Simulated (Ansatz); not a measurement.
Hypothetical fluorite HfGe2: strain tensor (xx, yy, zz, yz, xz, xy) = (+0.47, −0.94, −0.32, +0.34, −0.25, −0.50) %

The reference is HfGe2 in the fluorite structure (space group Fm-3m, No. 225; a = 6.3569 Å; a hypothetical phase, not in the database extracts checked; relaxed with 0.1 eV smearing). Axes: x, y, z lie along the cube axes.

The change: strain tensor (xx, yy, zz, yz, xz, xy) = (+0.47, −0.94, −0.32, +0.34, −0.25, −0.50) %; the atoms relax in the strained cell.

Calculations: Kohn–Sham DFT with the PBEsol functional, run in Ansatz (an electronic-structure program) with PAW and 420 eV plane waves, no spin-orbit coupling. Γ-centred 16×16×16 mesh, Fermi–Dirac width 0.1 eV.

Volume per atom: 21.24 Å³ (base 21.41 Å³)
Space group: P-1 (No. 2) (base Fm-3m (No. 225))
Shortest interatomic distance: 5.185 bohr (base 5.202 bohr)
Energy relative to the base (free energy F): -0.5 meV/atom
Pressure (mean of the normal stresses, compression positive): 0.7 GPa (base 0.0 GPa)
Band gap: zero (base zero)
Largest internal atomic displacement: 0.023 Å
Stress (xx, yy, zz, yz, xz, xy; compression positive): (1.4, 0.0, 0.6, 0.1, -0.2, -0.2) GPa

Cost of the whole job for the changed cell (relaxation, final SCF and bands): about 14 core-minutes (a rough figure).

Stability against distortions was not tested. The final runs are not spin-polarised. Under strain tensor (xx, yy, zz, yz, xz, xy) = (+0.47, −0.94, −0.32, +0.34, −0.25, −0.50) % the cell ends below the base's energy or with stress of the wrong sign: the atoms slid into a distortion or the cell is elastically unstable, so the base is not a stable minimum at this level. HfGe2 has a high density of states at the Fermi level and may be magnetic at this level.
